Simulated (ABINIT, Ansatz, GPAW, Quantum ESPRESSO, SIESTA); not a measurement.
**One structure in several programs: NiS (P6_3/mmc, 4 atoms in the cell)**

Self-consistent single point.

```yaml
crystal:
  lattice:
    - [3.41116, 0.00000, 0.00000]
    - [-1.70558, 2.95415, 0.00000]
    - [0.00000, 0.00000, 5.14014]
  atoms:
    - { symbol: Ni, position: [0.00000, 0.00000, 0.50000] }
    - { symbol: Ni, position: [0.00000, 0.00000, 0.00000] }
    - { symbol: S, position: [0.33333, 0.66667, 0.75000] }
    - { symbol: S, position: [0.66667, 0.33333, 0.25000] }
```

All programs got the same cell, k-point mesh and kind of occupations (in Ansatz's words: kpoints.mp_grid.grid = 15 15 9; scf.occupations.method = fermi_dirac; scf.occupations.width = 0.1 eV); potentials, basis and cutoffs are each program's usual ones.

```json
[
 {"code": "GPAW", "model": "PBEsol, GPAW PAW datasets PBEsol (made by gpaw-setup)", "pressure (GPa)": "-0.56", "k-points": "135", "cutoff": "850 eV"},
 {"code": "ABINIT", "model": "PBEsol, norm-conserving pseudopotentials (PseudoDojo nc-sr-04 PBEsol standard)", "pressure (GPa)": "-2.46", "k-points": "135", "cutoff": "98 Ry"},
 {"code": "Quantum ESPRESSO", "model": "PBEsol, PSlibrary ultrasoft (PBE) pseudopotentials", "pressure (GPa)": "-2.21", "k-points": "135", "cutoff": "50 Ry"},
 {"code": "Ansatz", "model": "PBEsol, PAW files made with PBE", "pressure (GPa)": "-2.37", "k-points": "135", "cutoff": "default"},
 {"code": "SIESTA", "model": "GGA PBEsol, numerical atomic orbitals DZP, PseudoDojo PBEsol standard norm-conserving potentials (rewritten from UPF to PSML)", "pressure (GPa)": "-3.29", "k-points": "1013", "cutoff": "grid 400 Ry"}
]
```

The spread over the programs that give each value: pressure within 2.73 GPa.

The starting cell comes from a database of computed structures (which also holds hypothetical and non-ambient phases and stackings), without a prior relaxation at this level. Its lattice was rescaled by a random factor within 2.5 % of one. On Ansatz's run: Spin polarisation is off, so a magnetic state, if there is one, cannot be reached.

Question: Why do the programs differ, and what cannot be compared?

Answer: Differences of this kind can come from the potentials, where these differ, and from what each basis and cutoff leave unconverged. The valence holds different numbers of electrons (GPAW 44, ABINIT 48, Quantum ESPRESSO 32, Ansatz (an electronic-structure program) 48, SIESTA 48). The zero of total energies and Fermi levels follows the potentials and each program's conventions, so they are not compared here. SIESTA uses small atom-centred bases, whose incompleteness enters pressures, forces and empty levels differently from a plane-wave cutoff. Ansatz's pressure is given at a fixed set of plane waves, as the other plane-wave codes print theirs; with its correction for the finite basis it is -2.30 GPa. The programs reduce the same mesh by symmetry to different extents, which changes the work and not the result. In the pressure, GPAW (by 1.73) lies more than 1 GPa from the median of the plane-wave programs.

Left out of this page: FLEUR (not drawn, or without a comparable value).

Keys are those of Ansatz 0.2.
